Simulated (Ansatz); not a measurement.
## InAs under a change: isotropic strain −0.50 %

Base system: InAs in the zinc blende structure (space group F-43m, No. 216; a = 6.026 Å).

Now apply this change: the cell is scaled by 0.9950 in all directions, atoms relaxed at fixed cell.

Level of theory: Kohn–Sham DFT with the LDA functional, run in Ansatz (a first-principles code) with PAW and 420 eV plane waves, scalar-relativistic without spin-orbit coupling. Settings: 10×10×10 k-points, 0.05 eV Fermi–Dirac smearing.

The volume per atom falls by 0.41 Å³ to 26.94 Å³ and the space group is still F-43m (No. 216). The shortest interatomic distance shrinks by 0.013 Å (2.609 Å → 2.596 Å) and the energy grows by 1.2 meV/atom. The band gap stays zero.

Final structure:

```
InAs
1.0
    0.00000     2.99796     2.99796
    2.99796     0.00000     2.99796
    2.99796     2.99796     0.00000
In As
1 1
Cartesian
  0.00000   0.00000   0.00000
  1.49898   1.49898   1.49898
```

A case with no gap was solved on a k-mesh chosen for an insulator, which is coarse for it. No phonon test of stability was made. The final runs are not spin-polarised. A zero or small gap of InAs can be the functional's error rather than a property of the material.
